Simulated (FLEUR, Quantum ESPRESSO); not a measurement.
A FLEUR input for a self-consistent single point of NaI (Fm-3m, 2 atoms in the cell) (DFT, PBE, all-electron FLAPW (FLEUR), scalar-relativistic valence):

Input of the input generator:

```
NaI crystal
&input film=f /
-0.0000000000 5.9909987329 5.9909987329
5.9909987329 -0.0000000000 5.9909987329
5.9909987329 5.9909987329 -0.0000000000
1.0
1.0 1.0 1.0

2
11 0.0000000000 0.0000000000 0.0000000000
53 0.5000000000 0.5000000000 0.5000000000

&comp jspins=1 /
&kpt div1=9 div2=9 div3=9 /
&end /
```

```xml
<?xml version="1.0" encoding="UTF-8" standalone="no"?>
<fleurInput fleurInputVersion="0.39">
   <comment>
      NaI crystal                                                                                         
   </comment>
   <calculationSetup>
      <cutoffs Kmax="3.8" Gmax="15.2" GmaxXC="15.2" numbands="0"/>
      <scfLoop itmax="80" minDistance="0.00001" maxIterBroyd="99" imix="Anderson" alpha="0.05" precondParam="0.0" spinf="2.0"/>
      <coreElectrons ctail="T" frcor="F" kcrel="0" coretail_lmax="0"/>
      <xcFunctional name="pbe" relativisticCorrections="F"/>
      <magnetism jspins="1"/>
      <soc l_soc="F" theta="0.0" phi="0.0" spav="F"/>
      <expertModes spex="0" secvar="F"/>
      <geometryOptimization l_f="T" forcealpha="1.0" forcemix="BFGS" epsdisp="0.00001" epsforce="0.00001"/>
      <ldaU l_linMix="F" mixParam="0.05" spinf="1.0"/>
   </calculationSetup>
   <cell>
      <bzIntegration valenceElectrons="26.0" mode="hist" fermiSmearingEnergy="0.00183747">
         <kPointListSelection listName="default-1"/>
         <!-- k-points included here -->
         <xi:include xmlns:xi="http://www.w3.org/2001/XInclude" href="kpts.xml"> </xi:include>
      </bzIntegration>
      <!-- symmetry operations included here -->
      <xi:include xmlns:xi="http://www.w3.org/2001/XInclude" href="sym.xml"> </xi:include>
      <bulkLattice scale="1.0">
         <bravaisMatrix>
            <row-1>    0.0000000000000000     5.9909987328999996     5.9909987328999996</row-1>
            <row-2>    5.9909987328999996     0.0000000000000000     5.9909987328999996</row-2>
            <row-3>    5.9909987328999996     5.9909987328999996     0.0000000000000000</row-3>
         </bravaisMatrix>
      </bulkLattice>
   </cell>
   <atomSpecies>
      <species name="Sodium (Na)" element="Na" atomicNumber="11">
         <mtSphere radius="2.63" gridPoints="925" logIncrement="0.012"/>
         <atomicCutoffs lmax="10" lnonsphr="8"/>
         <electronConfig flipSpins="F">
            <coreConfig>(1s1/2)</coreConfig>
            <valenceConfig>(2s1/2) (2p1/2) (2p3/2) (3s1/2)</valenceConfig>
            <stateOccupation state="(3s1/2)" spinUp="0.5" spinDown="0.5"/>
         </electronConfig>
         <energyParameters s="3" p="3" d="3" f="4"/>
         <lo type="SCLO" l="0" n="2" eDeriv="0"/>
         <lo type="SCLO" l="1" n="2" eDeriv="0"/>
      </species>
      <species name="Iodine (I)" element="I" atomicNumber="53">
         <mtSphere radius="2.63" gridPoints="925" logIncrement="0.014"/>
         <atomicCutoffs lmax="10" lnonsphr="8"/>
         <electronConfig flipSpins="F">
            <coreConfig>(1s1/2) (2s1/2) (2p1/2) (2p3/2) (3s1/2) (3p1/2) (3p3/2) (4s1/2) (3d3/2) (3d5/2) (4p1/2) (4p3/2)</coreConfig>
            <valenceConfig>(5s1/2) (4d3/2) (4d5/2) (5p1/2) (5p3/2)</valenceConfig>
            <stateOccupation state="(5p1/2)" spinUp="0.8333333333333" spinDown="0.8333333333333"/>
            <stateOccupation state="(5p3/2)" spinUp="1.6666666666667" spinDown="1.6666666666667"/>
         </electronConfig>
         <energyParameters s="5" p="5" d="5" f="4"/>
         <lo type="SCLO" l="2" n="4" eDeriv="0"/>
      </species>
   </atomSpecies>
   <atomGroups>
      <atomGroup species="Sodium (Na)">
         <relPos label="                   1">.0000000000 .0000000000 .0000000000</relPos>
         <force calculate="T" relaxXYZ="TTT"/>
      </atomGroup>
      <atomGroup species="Iodine (I)">
         <relPos label="                   2">1.000/2.000 1.000/2.000 1.000/2.000</relPos>
         <force calculate="T" relaxXYZ="TTT"/>
      </atomGroup>
   </atomGroups>
   <output dos="F" band="F" slice="F">
      <checks vchk="F" cdinf="F"/>
      <bandDOS minEnergy="-.5*Htr" maxEnergy="0.5*Htr" sigma="0.015" storeEVData="T"/>
      <vacuumDOS vacdos="F" integ="F" star="F" nstars="0" locx1="0.0" locy1="0.0" locx2="0.0" locy2="0.0" nstm="0" tworkf="0.0"/>
      <unfoldingBand unfoldBand="F" supercellX="1" supercellY="1" supercellZ="1"/>
      <plotting iplot="0" polar="F">
         <plot TwoD="T" vec1="  1.0  0.0  0.0" vec2="  0.0  1.0  0.0" vec3="  0.0  0.0  1.0" zero="  0.0  0.0  0.0" file="plot"/>
      </plotting>
      <chargeDensitySlicing numkpt="0" minEigenval="0.0" maxEigenval="0.0" nnne="0" pallst="F"/>
      <specialOutput eonly="F"/>
      <magneticCircularDichroism mcd="F" energyLo="-10.0" energyUp="0.0"/>
   </output>
  <!-- We include the file relax.xml here to enable relaxations (see documentation) -->
  <xi:include xmlns:xi="http://www.w3.org/2001/XInclude" href="relax.xml"> <xi:fallback/> </xi:include>
</fleurInput>
```

### Question
Write the same calculation as an input for Quantum ESPRESSO.

### Answer
One input that does it (others would too):

```fortran
&CONTROL
  calculation = 'scf',
  prefix = 'run',
  outdir = './out',
  pseudo_dir = './',
  tprnfor = .true.,
  tstress = .true.,
/
&SYSTEM
  ibrav = 0,
  nat = 2,
  ntyp = 2,
  ecutwfc = 40,
  ecutrho = 320,
  occupations = 'smearing',
  smearing = 'fermi-dirac',
  degauss = 0.0036749,
/
&ELECTRONS
  conv_thr = 1.0d-8,
  mixing_beta = 0.3,
/
ATOMIC_SPECIES
Na    22.9898  na_pbe_v1.5.uspp.F.UPF
I    126.9045  I.pbe-n-kjpaw_psl.0.2.UPF
CELL_PARAMETERS {angstrom}
   0.00000000     3.17030000     3.17030000
   3.17030000     0.00000000     3.17030000
   3.17030000     3.17030000     0.00000000
ATOMIC_POSITIONS {crystal}
Na    0.00000000    0.00000000    0.00000000
I     0.50000000    0.50000000    0.50000000
K_POINTS {automatic}
9 9 9  0 0 0
```

Basis settings and potentials, where a program has them, do not carry over. This input uses DFT, PBE, plane waves, SSSP 1.1.2 efficiency (PBE) pseudopotentials. Both were run: gap on the mesh 3.861 eV in FLEUR and 3.813 in Quantum ESPRESSO.

On Quantum ESPRESSO: the starting cell has typed, rounded lattice constants, without a prior relaxation at this level. For this run, on top of that: lattice scaled by 0.98. Spin-orbit coupling is off.

On FLEUR: the starting cell has typed, rounded lattice constants, without a prior relaxation at this level. For this run, on top of that: lattice scaled by 0.98. Spin-orbit coupling is off. Values depend on the basis (sphere radii, cutoffs, local orbitals), which need not be converged.
